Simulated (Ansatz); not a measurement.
The parent structure is ZnS in the wurtzite structure (space group P6_3mc, No. 186; a = 3.738 Å, c = 6.143 Å). Axes: x lies along a and z along c of the hexagonal cell.

Structures relaxed with Ansatz (a program for electronic structure), LDA, PAW, cutoff 420 eV, no spin-orbit coupling.

Base:

Simulated powder pattern, Mo Kα, λ = 0.71073 Å (kinematic, ideal powder, no thermal factors, no anomalous dispersion; the 8 strongest lines at most, above 2 %, up to 2θ = 40°):

| 2θ (°) | I/Imax (%) | hkl |
|---|---|---|
| 12.60 | 88 | (100) |
| 13.29 | 57 | (002) |
| 14.26 | 100 | (101) |
| 18.35 | 36 | (102) |
| 21.92 | 76 | (110) |
| 23.70 | 80 | (103) |
| 25.72 | 53 | (112) |
| 32.50 | 29 | (203) |

After one change:

Simulated powder pattern, Mo Kα, λ = 0.71073 Å (kinematic, ideal powder, no thermal factors, no anomalous dispersion; the 8 strongest lines at most, above 2 %, up to 2θ = 40°):

| 2θ (°) | I/Imax (%) |
|---|---|
| 12.84 | 83 |
| 13.14 | 55 |
| 14.43 | 100 |
| 18.41 | 33 |
| 22.33 | 71 |
| 23.63 | 82 |
| 25.99 | 48 |
| 32.74 | 29 |

What was done to the base?
A) biaxial strain −1.20 %, plane normal [001], relaxed out of plane
B) biaxial strain −1.80 %, plane normal [001], relaxed out of plane
C) biaxial strain −2.40 %, plane normal [001], relaxed out of plane
D) biaxial strain −3.00 %, plane normal [001], relaxed out of plane

B, biaxial strain −1.80 %, plane normal [001], relaxed out of plane. Its volume per atom is 18.13 Å³ against 18.59 Å³, and its space group is P6_3mc (No. 186).

No phonon test of stability was made.
